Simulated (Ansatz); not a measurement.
Take HgTe in the zinc blende structure (space group F-43m, No. 216; a = 6.573 Å) as the base. Axes: x, y, z lie along the cube axes.

All numbers come from r2SCAN (Ansatz, a program for electronic structure, PAW, spin-orbit coupling left out).

Modification: an isotropic linear strain of −1.50 %; the atoms relax in the strained cell.

### Question
Predict the stress tensor and what it implies for the stiffness.

### Answer
Stress of the strained cell less that of the base (GPa, compression positive):
```
    2.0     0.0     0.0
    0.0     2.0     0.0
    0.0     0.0     2.0
```

Then B = −ΔP/(ΔV/V₀) with ΔV/V₀ = -0.0443 gives secant stiffness values (nonlinear terms included at this strain): B ≈ 46 GPa.

As a check, the harmonic strain energy −½ V₀ Δσ:ε is 10 meV/atom; the computed energy rise is 9.6 meV/atom.

No phonon test of stability was made. The final runs are not spin-polarised.
